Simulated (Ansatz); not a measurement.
Si3N4 (P6₃/m, No. 176) was calculated with PBEsol (Ansatz, an electronic-structure program, plane waves, PAW).

Settings: plane-wave cutoff 520 eV, 6×6×12 k mesh (along the axes of the cell as run), perturbation theory, scalar-relativistic PAW data made under PBE.

Cell (relaxed at this level):

```
N4Si3
1.0
    7.62444     0.00000     0.00000
   -3.81222     6.60296     0.00000
    0.00000     0.00000     2.91032
Si N
6 8
Direct
  0.17393   0.76755   0.25000
  0.40638   0.17393   0.75000
  0.23245   0.40638   0.25000
  0.82607   0.23245   0.75000
  0.59362   0.82607   0.25000
  0.76755   0.59362   0.75000
  0.33333   0.66667   0.25000
  0.66667   0.33333   0.75000
  0.33000   0.02961   0.25000
  0.30039   0.33000   0.75000
  0.97039   0.30039   0.25000
  0.67000   0.97039   0.75000
  0.69961   0.67000   0.25000
  0.02961   0.69961   0.75000
```

Q: What does this level give for the high-frequency dielectric constant (mean over three axes) and dielectric constant ε0 (ions relaxed) (mean over three axes)?

A: 
* **high-frequency dielectric constant (mean over three axes)**: 4.32
* **dielectric constant ε0 (ions relaxed) (mean over three axes)**: 8.27

Cost on a shared machine: around 50 core-minutes (rough).
